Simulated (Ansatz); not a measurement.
Worked example: self-consistent single point of the (111) slab of LuH2 (cut from a parent of space group no. 225; 9 atoms in the cell) in Ansatz (an electronic-structure program).

Method of the run: PBEsol, default PAW files made with PBE (plane waves; Ansatz).

```
CELL_PARAMETERS angstrom
      3.53847     0.00000     0.00000
      1.76924     3.06441     0.00000
      0.00000     0.00000    21.22292
ATOMIC_POSITIONS crystal
  H  0.33333 0.33333 0.32983
  H  0.00000 0.00000 0.39790
  H  0.66667 0.66667 0.46597
  H  0.33333 0.33333 0.53404
  H  0.00000 0.00000 0.60210
  H  0.66667 0.66667 0.67017
  Lu 0.66667 0.66667 0.36387
  Lu 0.00000 0.00000 0.50000
  Lu 0.33333 0.33333 0.63613
```

Reference input (self-consistent single point, DFT, PBEsol, plane waves, default PAW files made with PBE): basis.ecutwfc = 420 eV; kpoints.mp_grid.grid = 10 10 1; hamiltonian.xc = pbesol; hamiltonian.pseudopotentials = {kind: paw} (the program's default PAW files); scf.occupations.method = gaussian; scf.occupations.width = 0.1 eV. This run's input differs from it in these lines:

Ansatz 0.2 input:
```diff
@@ -16,3 +16,3 @@
 basis:
-  ecutwfc: 420.0 eV
+  ecutwfc: 840.0 eV
 kpoints:
```

Output, abridged:

```
SCF iter   1: F=—  HF=-43933.346369 eV  |F-HF|=—  |Δ(HF+E_count)|=         —  Δρ=5.29e-3  dr2=7.33e-2  ethr=1.77e-3  ⟨swp⟩=7.1  Hψ=2987  notcnv=0
all-band conjugate gradients solve this SCF's bands
preconditioner: auto → LDOS
SCF iter   2: F=—  HF=-43933.339193 eV  |F-HF|=—  |Δ(HF+E_count)|=   7.18e-3  Δρ=2.07e-3  dr2=3.58e-2  ethr=9.05e-5  ⟨swp⟩=2.4  Hψ=1333  notcnv=0  defer=52
   [... lines left out ...]
SCF iter   5: F=—  HF=-43933.334014 eV  |F-HF|=—  |Δ(HF+E_count)|=   1.94e-4  Δρ=1.12e-4  dr2=1.19e-4  ethr=4.30e-7  ⟨swp⟩=2.0  Hψ=1187  notcnv=0  defer=51
SCF iter   6: F=—  HF=-43933.334008 eV  |F-HF|=—  |Δ(HF+E_count)|=   6.06e-6  Δρ=3.30e-5  dr2=8.52e-6  ethr=1.47e-7  ⟨swp⟩=2.1  Hψ=963  notcnv=0  defer=51
SCF iter   7: F=—  HF=-43933.334064 eV  |F-HF|=—  |Δ(HF+E_count)|=   5.66e-5  Δρ=1.07e-5  dr2=4.38e-7  ethr=1.05e-8  ⟨swp⟩=2.0  Hψ=952  notcnv=0  defer=51
SCF iter   8: F=-43933.334065 eV  HF=-43933.334065 eV  |F-HF|=2.21e-8  |Δ(HF+E_count)|=   3.09e-7  Δρ=3.43e-6  dr2=2.77e-8  ethr=1.23e-10  ⟨swp⟩=15.1  Hψ=4077  notcnv=0
SCF 1 converged in 8 iterations: F = -43933.334065 eV  dr2 = 2.77e-8
Free energy (F): -43933.334065 eV
Internal energy: -43933.326947 eV  (E = F + TS)
E sigma→0 (E₀):  -43933.330506 eV
Entropy (-TS):   -0.007118 eV (-0.791 meV/atom)
Fermi energy:    3.898277 eV
--- Forces (eV/Å), atoms counted from 1 ---
  atom   1  H     -0.00000000    -0.00000000    -0.34018508
  atom   2  H     -0.00000000     0.00000000    -0.14402503
  atom   3  H     -0.00000000    -0.00000000    -0.25569210
  atom   4  H      0.00000000     0.00000000     0.25569210
  atom   5  H      0.00000000    -0.00000000     0.14402503
  atom   6  H      0.00000000     0.00000000     0.34018508
  atom   7  Lu     0.00000000     0.00000000     0.99727148
  atom   8  Lu    -0.00000000     0.00000000     0.00000000
  atom   9  Lu    -0.00000000    -0.00000000    -0.99727148
--- Stress (GPa, compression-positive) ---
       -2.202801       0.000000      -0.000000
        0.000000      -2.202801       0.000000
       -0.000000       0.000000      -1.609460
  P = ⅓ Tr σ = -2.0050 GPa (-20.050 kbar)
  The stress holds the Pulay correction. Without it, at fixed plane waves, as pw.x and ABINIT print it: P = -2.0056 GPa
```

The run converged in 8 iterations. Against the reference run the free energy goes down by 1.6 meV/atom and the largest force hardly changes (0.996 to 0.997 eV/Å).

The starting cell comes from a database of computed structures (which also holds hypothetical and non-ambient phases and stackings), without a prior relaxation at this level. The slab is cut from that crystal, and its faces are unrelaxed. Its lattice was rescaled by up to half a per cent. Spin-orbit coupling is off.

Cost on one core of a shared machine: roughly 30 s.
